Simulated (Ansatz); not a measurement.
Functionals compared on a constructed model of the (110) surface of bcc Ta, a pseudomorphic layer of Si in the host's stacking (bottom of the slab: a bare face, its two planes held), in Ansatz (plane waves, PAW). The structure was relaxed with PBE; the other rows are single points on it. Cutoff 420 eV (500 eV for r2SCAN).

Set-up: 7 atoms, 14.1 Å thick at the start; mesh 14x14x1; 0.1 eV smearing; dipole correction on; 2 atoms held, the rest relaxed; start symmetry kept, larger cells not searched; no spin, no spin-orbit, no U. It is one candidate, not shown to be the stable structure of the face. These notes are the PBE run's.

| functional | work function of the top face (eV) | rough cost of the single point |
|---|---|---|
| PBE | 5.34 | – |
| RPBE | (withheld) | around 50 core-seconds (rough) |
| r2SCAN | 5.50 | around 90 core-seconds (rough) |

**Question.** Some entries are withheld; supply them.

**Answer.** 
- RPBE, work function of the top face (eV): 5.28

Ansatz is a first-principles code.
